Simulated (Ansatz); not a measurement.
The starting structures come from a database of crystals and need not be the phases stable at ambient conditions.

The decay constant κ of evanescent states in the gap governs leakage through a thin film.

```
CELL_PARAMETERS angstrom
      6.04986     0.00000     0.00000
      0.00000     6.04986     0.00000
      3.02493    -3.02493     4.27790
ATOMIC_POSITIONS crystal
  Mg 0.75000 0.75000 0.50000
  Mg 0.00000 0.00000 0.00000
  Rh 0.37500 0.37500 0.25000
  Rh 0.37500 0.37500 0.75000
  Rh 0.37500 0.87500 0.25000
  Rh 0.87500 0.37500 0.75000
  O  0.61496 0.61496 0.22992
  O  0.13504 0.59488 0.72992
  O  0.15512 0.61496 0.22992
  O  0.13504 0.13504 0.72992
  O  0.61496 0.61496 0.77008
  O  0.59488 0.13504 0.27008
  O  0.61496 0.15512 0.77008
  O  0.13504 0.13504 0.27008
```

Space group of this cell: Fd-3m, spinel. The cell is taken as given; by PBEsol its mean pressure is -3.1 GPa.

Transport runs along the normal of the first two printed cell vectors, the (001) plane of the conventional cell.

The gap is the functional's own. No spin-orbit coupling. Mid-gap values are interpolated on the energy grid.

Problem. Predict the band gap and the smallest decay constant κ at mid-gap from PBEsol in Ansatz (a quantum-chemistry and plane-wave program).

Solution. Gap 1.03 eV on a 8×8×8 mesh; κ = 0.210 1/Å, at the zone centre.
